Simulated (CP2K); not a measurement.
CP2K run on MgTi2 (P-62m, 6 atoms in the cell): self-consistent single point.

Method: LDA (Pade form), GPW, DZVP-MOLOPT-SR-GTH basis, GTH-PADE potentials (GTH_POTENTIALS) (CP2K).

The change in words: lattice scaled by 0.98. Reference geometry:
```xyz
6
Lattice="5.1439 0.0000 0.0000 -2.5719 4.4547 0.0000 0.0000 0.0000 4.8918" Properties=species:S:1:pos:R:3 pbc="T T T"
Mg     2.5719     1.4849     0.0000
Mg     0.0000     2.9698     0.0000
Ti    -0.8131     1.4083     2.4459
Ti     1.6261     0.0000     2.4459
Ti     1.7589     3.0465     2.4459
Ti     0.0000     0.0000     0.0000
```

Reference input (self-consistent single point, DFT LDA (Pade form), GPW, DZVP-MOLOPT-SR-GTH basis, GTH-PADE potentials (GTH_POTENTIALS)): CUTOFF = 1000 Ry; REL_CUTOFF = 50 Ry; SMEAR/METHOD = GAUSSIAN; SIGMA = 0.05 eV; KPOINTS/SCHEME = MONKHORST-PACK 6 6 6; GAMMA_CENTERED = T; XC_FUNCTIONAL = PADE; Mg/BASIS_SET = DZVP-MOLOPT-SR-GTH; Mg/POTENTIAL = GTH-PADE-q10; Ti/BASIS_SET = DZVP-MOLOPT-SR-GTH; Ti/POTENTIAL = GTH-PADE-q12; METHOD = GPW. This run's input differs from it in these lines:

```diff
@@ -64,5 +64,5 @@
     &CELL
-      A 5.14389000 0.00000000 0.00000000
-      B -2.57194500 4.45473900 0.00000000
-      C 0.00000000 0.00000000 4.89179000
+      A 5.04101200 0.00000000 0.00000000
+      B -2.52050600 4.36564400 0.00000000
+      C 0.00000000 0.00000000 4.79395400
       PERIODIC XYZ
@@ -70,7 +70,7 @@
     &COORD
-      Mg       2.57194757     1.48491152     0.00000000
-      Mg      -0.00000257     2.96982748     0.00000000
-      Ti      -0.81306897     1.40827664     2.44589500
-      Ti       1.62613795     0.00000000     2.44589500
-      Ti       1.75887603     3.04646236     2.44589500
+      Mg       2.52050852     1.45521321     0.00000000
+      Mg      -0.00000252     2.91043079     0.00000000
+      Ti      -0.79680756     1.38011104     2.39697700
+      Ti       1.59361512     0.00000000     2.39697700
+      Ti       1.72369844     2.98553296     2.39697700
       Ti       0.00000000     0.00000000     0.00000000
```

Output, abridged:

```
 SCF WAVEFUNCTION OPTIMIZATION

  Step     Update method      Time    Convergence         Total energy    Change
     1 NoMix/Diag. 0.30E+00      -     1.54185555      -360.7449924773 -3.61E+02
     2 Broy./Diag. 0.30E+00      -     0.08642436      -360.4210473571  3.24E-01
     3 Broy./Diag. 0.30E+00      -     0.10759332      -359.8301169727  5.91E-01
     4 Broy./Diag. 0.30E+00      -     0.10300490      -359.1113710294  7.19E-01
     5 Broy./Diag. 0.30E+00      -     0.01770944      -359.0001142550  1.11E-01
     6 Broy./Diag. 0.30E+00      -     0.02104548      -358.9710501368  2.91E-02
   [... 7 lines left out ...]
    14 Broy./Diag. 0.30E+00      -     0.00000384      -358.9584966557  1.40E-05
    15 Broy./Diag. 0.30E+00      -     0.00000355      -358.9584973115 -6.56E-07
    16 Broy./Diag. 0.30E+00      -     0.00000219      -358.9584902345  7.08E-06
    17 Broy./Diag. 0.30E+00      -     0.00000018      -358.9584885306  1.70E-06
  *** SCF run converged in    17 steps ***

  Overlap energy of the core charge distribution:               0.00000000000000
  Self energy of the core charge distribution:               -695.04870458850621
  Core Hamiltonian energy:                                    189.91063954147887
  Hartree energy:                                             191.72936620512107
  Exchange-correlation energy:                                -45.54917083824702
  Smearing free energy correction:                             -0.00061885069996
  Fermi energy:                                                 0.33291046373507

  Total energy:                                              -358.95848853064365
  Total energy (extrapolated to sigma->0):                   -358.95817910529365

                     Mulliken Population Analysis

   [... lines left out ...]

 STRESS| Analytical stress tensor [bar]
 STRESS|                        x                   y                   z
 STRESS|      x       -3.68144527207E+03  -8.89347465094E-02  -3.79906447284E-08
 STRESS|      y       -8.89347465094E-02  -3.68152367771E+03  -6.92578543953E-08
 STRESS|      z       -3.79906447284E-08  -6.92578543953E-08   7.46227303061E+03
 STRESS| 1/3 Trace                                             3.31013602749E+01
```

The run converged in 17 iterations. Against the reference run the free energy falls by 19.3 meV/atom, the pressure goes from -4.95 to 0.00 GPa and the largest force goes from 0.220 to 0.107 eV/Å.

The starting cell comes from a database of computed structures (which also holds hypothetical and non-ambient phases and stackings), without a prior relaxation at this level. For this run, on top of that: lattice scaled by 0.98. Spin polarisation is off. Values carry the incompleteness of an atom-centred basis.

Cost on one core of a shared machine: roughly 2 min.
